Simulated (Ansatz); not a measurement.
The parent structure is BaTiO₃ in the cubic perovskite structure (space group Pm-3m, No. 221).

```cif
data_BaO3Ti
_chemical_formula_sum 'Ba1 Ti1 O3'
_space_group_name_H-M_alt 'P 1'
_space_group_IT_number 1
_cell_length_a 3.96988
_cell_length_b 3.96988
_cell_length_c 3.96988
_cell_angle_alpha 90.000
_cell_angle_beta 90.000
_cell_angle_gamma 90.000
loop_
_space_group_symop_operation_xyz
  'x, y, z'
loop_
_atom_site_label
_atom_site_type_symbol
_atom_site_fract_x
_atom_site_fract_y
_atom_site_fract_z
_atom_site_occupancy
Ba1 Ba 0.00000 0.00000 0.00000 1
Ti1 Ti 0.50000 0.50000 0.50000 1
O1 O 0.00000 0.50000 0.50000 1
O2 O 0.50000 0.50000 0.00000 1
O3 O 0.50000 0.00000 0.50000 1
```

Computed with PBEsol/PAW in Ansatz (a quantum-chemistry and plane-wave program), no spin-orbit coupling.

Before the change:

The smallest direct gap comes out as 1.89 eV. The band gap is 1.82 eV and the pressure is -0.01 GPa. The gap character comes out as indirect, R → Γ.

Modification: every lattice vector is shortened by 0.36 %; the atoms relax in the strained cell.

Question: Estimate the effect on the smallest direct gap, band gap, pressure, energy relative to the base and gap character.

Answer: The smallest direct gap hardly moves (1.89 eV against 1.90 eV); the band gap grows by 0.02 eV (1.82 eV → 1.84 eV); the pressure rises by 2.00 GPa to 1.99 GPa; the energy grows by 0.8 meV/atom; the gap character is still indirect, R → Γ.

Whether these cells are dynamically stable was not tested. All final runs are without spin polarisation. Many cubic perovskites are stable only at high temperature; tilts and polar distortions were not tested. This is not the structure that BaTiO3 has at room temperature and ambient pressure.
